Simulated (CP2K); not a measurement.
```yaml
crystal:
  lattice:
    - [4.59336, 0.00000, 0.00000]
    - [0.00000, 4.59336, 0.00000]
    - [0.00000, 0.00000, 7.40386]
  atoms:
    - { symbol: Yb, position: [0.00000, 0.00000, 0.00000] }
    - { symbol: In, position: [0.50000, 0.50000, 0.00000] }
    - { symbol: In, position: [0.50000, 0.00000, 0.30001] }
    - { symbol: In, position: [0.50000, 0.00000, 0.69999] }
    - { symbol: In, position: [0.00000, 0.50000, 0.30001] }
    - { symbol: In, position: [0.00000, 0.50000, 0.69999] }
    - { symbol: Rh, position: [0.00000, 0.00000, 0.50000] }
```

Level of theory: LDA (Pade form), GPW, DZVP-MOLOPT-SR-GTH basis, GTH-PADE potentials (GTH_POTENTIALS) (CP2K).

The set-up and first iterations of a CP2K log for YbIn5Rh (P4/mmm, 7 atoms in the cell):

```
 GLOBAL| Method name                                                        CP2K
 GLOBAL| Project name                                                        scf
 GLOBAL| Run type                                                   ENERGY_FORCE

 CELL| Volume [angstrom^3]:                                           156.213602
 CELL| Vector a [angstrom]:       4.593     0.000     0.000   |a| =     4.593358
 CELL| Vector b [angstrom]:       0.000     4.593     0.000   |b| =     4.593358
 CELL| Vector c [angstrom]:       0.000     0.000     7.404   |c| =     7.403861
 CELL| Angle (b,c), alpha [degree]:                                    90.000000
 CELL| Angle (a,c), beta  [degree]:                                    90.000000
 CELL| Angle (a,b), gamma [degree]:                                    90.000000
 CELL| Numerically orthorhombic:                                             YES
   [... lines left out ...]
 BRILLOUIN| K-point symmetry accuracy                               0.100000E-05
 BRILLOUIN| K-Point point group symmetrization                               OFF
 BRILLOUIN| Wavefunction type                                            COMPLEX
 BRILLOUIN| List of Kpoints [2 Pi/Bohr]                                       38
 BRILLOUIN| Number           Weight            X              Y              Z
 BRILLOUIN|     1           0.02667       -0.40000       -0.40000       -0.33333
 BRILLOUIN|     2           0.02667       -0.40000       -0.40000        0.00000
 BRILLOUIN|     3           0.02667       -0.40000       -0.40000        0.33333
   [... 35 lines left out ...]
 *******************************************************************************

 Extrapolation method: initial_guess

 Re-scaling the density matrix to get the right number of electrons
                  # Electrons              Trace(P)               Scaling factor
                          106               106.000                        1.000

 Number of electrons:                                                        106
 Number of occupied orbitals:                                                 53
 Number of molecular orbitals:                                                70

 Number of orbital functions:                                                193
 Number of independent orbital functions:                                    193
 SCF WAVEFUNCTION OPTIMIZATION

  Step     Update method      Time    Convergence         Total energy    Change
     1 NoMix/Diag. 0.30E+00      -     1.35870639      -627.1952367059 -6.27E+02
     2 Broy./Diag. 0.30E+00      -     1.30537231      -660.4376632363 -3.32E+01
     3 Broy./Diag. 0.30E+00      -     0.29430508      -617.6609520160  4.28E+01
     4 Broy./Diag. 0.30E+00      -     0.17092880      -617.8222023453 -1.61E-01
     5 Broy./Diag. 0.30E+00      -     0.62158117      -621.6453465286 -3.82E+00
     6 Broy./Diag. 0.30E+00      -     0.08881649      -625.4505383434 -3.81E+00
```

Q: How does the run end?

A: The run converged in 27 iterations. Convergence of the loop says nothing yet on basis, mesh or lower states. It ends on: free energy E − TS -17039.7453 eV; Fermi level (on the code's own zero) 8.65 eV; pressure -2.84 GPa; largest force (vector length) 0.048 eV/Å. The log goes on:

```
   [... 17 lines left out ...]
    24 Broy./Diag. 0.30E+00      -     0.00000577      -626.1991675595 -2.04E-04
    25 Broy./Diag. 0.30E+00      -     0.00000203      -626.1990677022  9.99E-05
    26 Broy./Diag. 0.30E+00      -     0.00000256      -626.1990825049 -1.48E-05
    27 Broy./Diag. 0.30E+00      -     0.00000041      -626.1990917052 -9.20E-06
  *** SCF run converged in    27 steps ***

  Overlap energy of the core charge distribution:               0.00000000001293
  Self energy of the core charge distribution:               -968.83618690048115
  Core Hamiltonian energy:                                    281.04154592129407
  Hartree energy:                                             130.63142373843709
  Exchange-correlation energy:                                -69.03545617664358
  Smearing free energy correction:                             -0.00041828777495
  Fermi energy:                                                 0.31806514694587

  Total energy:                                              -626.19909170522021
  Total energy (extrapolated to sigma->0):                   -626.19888256133277

                     Mulliken Population Analysis

 #  Atom  Element  Kind  Atomic population                           Net charge
   [... lines left out ...]
 FORCES| Total atomic force                                       1.46483231E-06

 STRESS| Analytical stress tensor [bar]
 STRESS|                        x                   y                   z
 STRESS|      x       -2.93565284728E+04   8.34693513848E-02   7.17098339114E-02
 STRESS|      y        8.34693513848E-02  -2.93572330310E+04   7.17098284752E-02
 STRESS|      z        7.17098339114E-02   7.17098284752E-02  -2.65390439123E+04
 STRESS| 1/3 Trace                                            -2.84176018054E+04
```

For comparison: a first run was changed to give this one (lattice scaled by 0.98), and from it to this one the free energy falls by 42.8 meV/atom, the pressure goes from -6.74 to -2.84 GPa and the largest force goes from 0.155 to 0.048 eV/Å.

The starting cell comes from a database of computed structures (which also holds hypothetical and non-ambient phases and stackings), without a prior relaxation at this level. For this run, on top of that: lattice scaled by 0.98. Spin polarisation is off. Values carry the incompleteness of an atom-centred basis.

The run was DFT LDA (Pade form), GPW, DZVP-MOLOPT-SR-GTH basis, GTH-PADE potentials (GTH_POTENTIALS). Main settings of its input:

```
setting                        value
--------------  --------------------
CUTOFF                        800 Ry
REL_CUTOFF                     50 Ry
SMEAR/METHOD                GAUSSIAN
SIGMA                         0.1 eV
KPOINTS/SCHEME  MONKHORST-PACK 5 5 3
XC_FUNCTIONAL                   PADE
Yb/BASIS_SET      DZVP-MOLOPT-SR-GTH
Yb/POTENTIAL            GTH-PADE-q24
In/BASIS_SET      DZVP-MOLOPT-SR-GTH
In/POTENTIAL            GTH-PADE-q13
Rh/BASIS_SET      DZVP-MOLOPT-SR-GTH
Rh/POTENTIAL            GTH-PADE-q17
```
